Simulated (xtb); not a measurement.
xtb 6.7.1, GFN2-xTB: O=Cc1cccc(C#Cc2cc3cc4sccc4cc3s2)c1, 32 atoms. The geometry is a generated start, not checked to be a minimum at this level.

```yaml
run_flags: --grad
method: GFN2-xTB
"--acc": 1 (default)
"--etemp (K)": 300 (default)
basis_functions: 110
valence_electrons: 104
```

One run each on 1 thread. Values of broydamp tried: 0.02, 0.05, 0.1, 0.2, 0.4 (default), 0.6, 0.8, 1.

Problem. Predict the course of the SCC iterations along this series.

Solution. Fewest SCC iterations, within one of each other: 0.2 with 13, 0.4 (default) with 13, 0.6 with 14, 0.8 with 14. The count rises to 20 at 0.02. All converge to one solution.

```json
[
 {"broydamp": "0.02", "SCC iterations": "20", "end": "same solution"},
 {"broydamp": "0.05", "SCC iterations": "18", "end": "same solution"},
 {"broydamp": "0.1", "SCC iterations": "16", "end": "same solution"},
 {"broydamp": "0.2", "SCC iterations": "13", "end": "same solution"},
 {"broydamp": "0.4 (default)", "SCC iterations": "13", "end": "same solution"},
 {"broydamp": "0.6", "SCC iterations": "14", "end": "same solution"},
 {"broydamp": "0.8", "SCC iterations": "14", "end": "same solution"},
 {"broydamp": "1", "SCC iterations": "16", "end": "same solution"}
]
```
